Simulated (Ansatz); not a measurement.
Consider LiNbO₃ (space group R3c, No. 161; a = 5.137 Å, c = 13.887 Å (hexagonal axes)).

The values are results of r2SCAN (Ansatz, a program for electronic structure), no spin-orbit coupling, earlier PAW set, not measurements.

One change was made to it. Results:

The shortest interatomic distance decreases by 0.0025 Å to 1.875 Å; the c/a ratio goes up by 0.008, from 2.703 to 2.711.

Task: Which change produced these results?
(A) pressure 22.5 GPa
(B) pressure 30 GPa
(C) pressure 4.5 GPa
(D) pressure 15 GPa

Result: C, pressure 4.5 GPa. For comparison, the shortest interatomic distance in the other runs: pressure 15 GPa gives 1.867 Å; pressure 22.5 GPa gives 1.859 Å; pressure 30 GPa gives 1.850 Å.

Load acts through the strain it causes; cell and atoms are relaxed under it. Whether these cells are dynamically stable was not tested. No other phases were tried under pressure.
